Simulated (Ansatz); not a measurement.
## A short convergence ladder for BaTiO₃ (P4mm, 5 atoms in the cell)

```
CELL_PARAMETERS angstrom
      3.97005     0.00000     0.00000
      0.00000     3.97005     0.00000
      0.00000     0.00000     4.01980
ATOMIC_POSITIONS crystal
  Ba 0.00000 0.00000 0.01244
  Ti 0.50000 0.50000 0.51300
  O  0.50000 0.50000 0.97700
  O  0.00000 0.50000 0.48700
  O  0.50000 0.00000 0.48700
```

Base method: PBE (plane waves, PAW; Ansatz, a program for electronic structure).

Base settings: basis.ecutwfc = 30.9 Ry; kpoints.mp_grid.grid = 6 6 6; hamiltonian.xc = pbe; hamiltonian.pseudopotentials = {kind: paw} (the program's default PAW files); scf.occupations.method = fermi_dirac; scf.occupations.width = 0.0015 Ry.

**The width of Fermi-Dirac smearing**

The mesh stays at the base's, so the ladder's end is converged at best in this setting alone.

Only quantities that move along the ladder and can be compared are tabulated.

| scf.occupations.width | free energy less the last step's (meV/atom) | pressure (GPa) | largest difference of a force vector from the last step's (eV/Å) |
|---|---|---|---|
| 0.0735 Ry | -302.07 | 13.42 | 1.266 |
| 0.0367 Ry | -26.30 | 6.83 | 0.297 |
| 0.0147 Ry | -0.15 | 5.65 | 0.005 |
| 0.0073 Ry | 0.00 | 5.64 | 0.000 |

Widest scf.occupations.width that holds the pressure within 0.05 GPa of the last step, with all finer ones: 0.0147 Ry; the step before is off by 1.2 GPa.

Widest scf.occupations.width that holds the free energy within 5 meV/atom of the last step, with all finer ones: 0.0147 Ry; the step before is off by 26 meV/atom.

Widest scf.occupations.width that holds the forces within 0.02 eV/Å of the last step, with all finer ones: 0.0147 Ry; the step before is off by 0.30 eV/Å.

On the base run: the starting cell has typed, rounded lattice constants, without a prior relaxation at this level. Its lattice was rescaled by up to half a per cent. One atom was moved a little off its site on purpose. In the base run, with a pressure of about 6 GPa the cell is away from its equilibrium volume at this level. Ansatz's pressure includes its estimate of the finite-basis (Pulay) stress.

Keys are those of Ansatz 0.2.
